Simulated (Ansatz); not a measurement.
The starting structures come from a database of crystals and need not be the phases stable at ambient conditions.

By PBEsol, the system below comes out a metal.

A figure of merit of an interconnect metal is its ballistic conductance per area.

Given:

```
AuSn
1.0
    4.36103     0.00000     0.00000
   -2.18051     3.77676     0.00000
    0.00000     0.00000     5.59400
Sn Au
2 2
Direct
  0.66667   0.33333   0.75000
  0.33333   0.66667   0.25000
  0.00000   0.00000   0.50000
  0.00000   0.00000   0.00000
```

The cell is taken as given; by PBEsol it stands under a pressure of -1.7 GPa.

The current flows along the normal of the first two printed cell vectors, the (001) plane of the conventional cell. No spin-orbit coupling; the value is a mean over 0.1 eV about the Fermi level.

Question: Estimate the ballistic conductance per area that PBEsol in Ansatz (a quantum-chemistry and plane-wave program) returns for this system.

Answer: 0.68 × 10¹⁵ S/m² for both spins.
